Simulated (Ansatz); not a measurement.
The starting structures come from a database of crystals and need not be the phases stable at ambient conditions.

Inside the gap of an insulator the Bloch states are evanescent, with a wavenumber k + iκ along the transport direction.

Input:

```
MoCl2H2O3
1.0
    7.02368     0.00000     0.00000
    0.00000     9.06549     0.00000
    0.00000     0.00000     3.88559
H Mo Cl O
4 2 4 6
Cartesian
  4.09401   3.74875   3.34163
  0.58217   0.78399   0.54396
  4.09401   5.31674   3.34163
  0.58217   8.28150   0.54396
  1.34600   4.53275   2.73004
  4.85784   0.00000   1.15555
  1.76805   2.25167   3.02798
  5.27989   2.28108   0.85762
  1.76805   6.81383   3.02798
  5.27989   6.78441   0.85762
  3.65382   4.53275   2.95352
  0.14198   0.00000   0.93207
  6.69486   4.53275   2.90373
  3.18302   0.00000   0.98186
  1.56591   4.53275   0.99271
  5.07775   0.00000   2.89288
```

Space group of this cell: Pmn2_1. The cell was relaxed by PBE-D3(BJ); by r2SCAN its mean pressure is -1.2 GPa.

Transport runs along the normal of the first two printed cell vectors.

No gap correction and no spin-orbit coupling; mid-gap values are interpolated between computed energies.

Q: Give the band gap and the smallest decay constant κ at mid-gap that r2SCAN run with Ansatz (a program for electronic structure) yields.

A: Gap 2.62 eV on a 4×4×8 mesh; κ = 0.345 1/Å, at the zone centre.
